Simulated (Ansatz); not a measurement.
Rh3Sb (Pm-3m), Ansatz (a first-principles code) with PBEsol, DFPT electron-phonon coupling, linearised Boltzmann equation: phonon-limited resistivity 19.2 μΩ·cm at 300 K, 26.2 μΩ·cm at 400 K, current-weighted mean free path 9.1 nm, Drude plasma energy 3.56 eV.

### Question
What temperature coefficient of resistance follows, and how does it compare with 1/T?

### Answer
(ρ₄₀₀ − ρ₃₀₀)/(100 K × ρ₃₀₀) = 3.65×10⁻³ K⁻¹, against 1/T = 3.33×10⁻³ K⁻¹ for a resistivity proportional to T. It lies higher because phonons are still being populated at 300 K; impurities would add a constant and lower it.

### Question
Estimate the resistivity of a 40 nm square wire with diffuse walls from ρ ≈ ρ₀(1 + 3ℓ/4d).

### Answer
1 + 0.75 × 9.1/40 = 1.17, so ρ ≈ 22.5 μΩ·cm and a line 1 μm long has 140 Ω. The formula is the free-electron limit for d well above ℓ; grain boundaries add to it.

### Question
What is the classical skin depth at 1 GHz (nonmagnetic, μ₀ = 1.257×10⁻⁶ H/m)?

### Answer
δ = √(ρ/(π f μ₀)) = 6970 nm.

A metal at this level (no band gap). Only scattering by harmonic phonons is included (no impurities, grain boundaries, electron-electron scattering or thermal expansion). Spin-orbit coupling is left out. Halving the electron mesh (24x24x24) moves the resistivity by up to 2 % at 300 K, the mean free path by up to 2 %. Smearing 0.20 eV; phonons on a 4x4x4 q mesh, which this run doesn't test.

Computed structure with no diffraction record at hand here (it may be known, metastable or hypothetical): Rh3Sb (Pm-3m).
